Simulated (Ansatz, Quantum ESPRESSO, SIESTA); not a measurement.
One structure in several programs: LuAlSi (Cmcm, 6 atoms in the cell)

Self-consistent single point.

```yaml
crystal:
  lattice:
    - [1.95531, -4.97024, 0.00000]
    - [1.95531, 4.97024, 0.00000]
    - [0.00000, 0.00000, 5.53693]
  atoms:
    - { symbol: Lu, position: [0.69541, 0.30459, 0.75000] }
    - { symbol: Lu, position: [0.30459, 0.69541, 0.25000] }
    - { symbol: Al, position: [0.00000, 0.00000, 0.50000] }
    - { symbol: Al, position: [0.00000, 0.00000, 0.00000] }
    - { symbol: Si, position: [0.39885, 0.60115, 0.75000] }
    - { symbol: Si, position: [0.60115, 0.39885, 0.25000] }
```

All programs got the same cell, k-point mesh and kind of occupations (in Ansatz's words: kpoints.mp_grid.grid = 7 7 5; scf.occupations.method = fermi_dirac; scf.occupations.width = 0.0073 Ry); potentials, basis and cutoffs are each program's usual ones.

```json
[
 {"code": "Ansatz", "model": "PBEsol, PAW files made with PBE", "pressure (GPa)": "0.60", "largest force (eV/Å)": "0.110", "k-points": "48", "cutoff": "default"},
 {"code": "Quantum ESPRESSO", "model": "PBEsol, PSlibrary ultrasoft (PBE) pseudopotentials", "pressure (GPa)": "1.19", "largest force (eV/Å)": "0.111", "k-points": "48", "cutoff": "50 Ry"},
 {"code": "SIESTA", "model": "GGA PBEsol, numerical atomic orbitals DZP, PseudoDojo PBEsol standard norm-conserving potentials (rewritten from UPF to PSML)", "pressure (GPa)": "-0.81", "largest force (eV/Å)": "0.178", "k-points": "123", "cutoff": "grid 400 Ry"}
]
```

Size of the force on each atom (eV/Å): Sizes of forces hide their directions.

```csv
code,Lu1,Lu2,Al3,Al4,Si5,Si6
Ansatz,0.046,0.046,0.000,0.000,0.110,0.110
Quantum ESPRESSO,0.054,0.054,0.000,0.000,0.111,0.111
SIESTA,0.029,0.029,0.000,0.000,0.178,0.178
```

The spread over the programs that give each value: pressure within 2.00 GPa; largest force within 0.068 eV/Å.

The starting cell comes from a database of computed structures (which also holds hypothetical and non-ambient phases and stackings), without a prior relaxation at this level. Its lattice was rescaled by a random factor within 2.5 % of one. On Ansatz's run: Spin-orbit coupling is off.

### Question
Why do the programs differ, and what cannot be compared?

### Answer
Differences of this kind can come from the potentials, where these differ, and from what each basis and cutoff leave unconverged. The valence holds different numbers of electrons (Ansatz (a program for electronic structure) 64, Quantum ESPRESSO 36, SIESTA 64). The zero of total energies and Fermi levels follows the potentials and each program's conventions, so they are not compared here. SIESTA uses small atom-centred bases, whose incompleteness enters pressures, forces and empty levels differently from a plane-wave cutoff. Ansatz's pressure is given at a fixed set of plane waves, as the other plane-wave codes print theirs; with its correction for the finite basis it is 0.64 GPa. Ansatz's smearing width was typed in Ry to four decimals, so it matches the others to a few per cent. The programs reduce the same mesh by symmetry to different extents, which changes the work and not the result. In the pressure, SIESTA (by 1.70) lies more than 1 GPa from the median of the plane-wave programs.

Left out of this page: ABINIT (failed or unconverged); CP2K (unsound by tests on forces, stress, charge or solver warnings); Elk and FLEUR (not drawn, or without a comparable value).

Keys are those of Ansatz 0.2.
